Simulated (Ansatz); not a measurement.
The starting structures come from a database of crystals and need not be the phases stable at ambient conditions.

 Where the default PAW files enter, the runs use the earlier of Ansatz's two default sets.

By PBEsol, the system below comes out a metal.

The ballistic (Sharvin) conductance counts the channels at the Fermi level: G/A = (e²/h) × channels of both spins per area.

Input:

```yaml
crystal:
  lattice:
    - [2.88156, 0.00000, 0.00000]
    - [1.44078, 5.07079, 0.00000]
    - [1.44078, 0.40937, 2.46170]
  atoms:
    - { symbol: Mo, position: [0.24289, 0.27133, 0.24289] }
    - { symbol: Mo, position: [0.75711, 0.72867, 0.75711] }
    - { symbol: N, position: [0.00000, 0.00000, 0.00000] }
```

Space group of this cell: R-3m. The cell is taken as given; by PBEsol its mean pressure is -7.0 GPa.

The current flows along the normal of the first two printed cell vectors, the (101) plane of the conventional cell. No spin-orbit coupling; the value is a mean over 0.1 eV about the Fermi level.

Give the ballistic conductance per area that PBEsol (Ansatz, a quantum-chemistry and plane-wave program) yields.

0.81 × 10¹⁵ S/m² for both spins.
